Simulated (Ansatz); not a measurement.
Here is the system:

End structure of a constructed model of the (111) surface of fcc Au, a pseudomorphic layer of Hf in the host's stacking (bottom of the slab: a bare face, its two planes held):

```xyz
7
Lattice="2.9396 0.0000 0.0000 -1.4698 2.5458 0.0000 0.0000 0.0000 31.0000" Properties=species:S:1:pos:R:3 pbc="T T T"
Au     0.0000     1.6972     8.1255
Au     1.4698     0.8486    10.5257
Au     0.0000     0.0000    12.9182
Au     0.0000     1.6972    15.3212
Au     1.4698     0.8486    17.7490
Au     0.0000     0.0000    20.2034
Hf     0.0000     1.6972    22.5800
```

Model: 7-atom slab, 14.7 Å thick at the start, 15x15x1 mesh, Fermi-Dirac 0.1 eV, dipole correction, single point; on the structure that PBE left under its start's symmetry; no spin, no spin-orbit, no U. In PBE it is, or lies within 0.01 eV a 1x1 cell of, the lowest of the 2 structures of its composition computed so far; larger cells were not tried.

Problem. What is the computed work function of the top face (r2SCAN, at the PBE geometry in Ansatz, an electronic-structure program)?

Solution. 4.37 eV
